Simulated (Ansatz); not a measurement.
# β-phase GaSe (model structure): properties by level of theory

```csv
level (code),lattice constant a (Å),lattice parameter c (Å)
LDA (Ansatz),3.711,15.744
PBE (Ansatz),3.815,18.225
PBE-D4 (Ansatz),3.759,15.816
rVV10 (Ansatz),3.843,16.105
```

Ansatz's density-functional and Hartree–Fock values are scalar-relativistic unless marked +SOC, with PAW data made under PBE.

The computed numbers hold no vibrational or temperature effects.

A model structure was made by putting elements into a prototype or built by hand; it is no filed structure, need not be a known phase, and can be a saddle point held by its symmetry.

Ansatz is a program for electronic structure.
